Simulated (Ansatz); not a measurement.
Base system: SnTe in the rock salt structure (space group Fm-3m, No. 225; a = 6.235 Å). Axes: x, y, z lie along the cube axes.

Calculations: Ansatz (a program for electronic structure), LDA, PAW, cutoff 420 eV, no spin-orbit coupling.

One thing is altered: a pure shear with ε_xy = ε_yx = 0.0114; the atoms relax in the strained cell.

Q: Predict the stress tensor and what it implies for the stiffness.

A: Stress of the strained cell less that of the base (GPa, compression positive):
```
   0.00   -0.41    0.00
  -0.41    0.00    0.00
   0.00    0.00    0.00
```

Then −Δσ/γ with γ = 2ε = 0.0228 gives relaxed-ion elastic constants: C66 ≈ 18 GPa.

Stability against distortions was not tested.
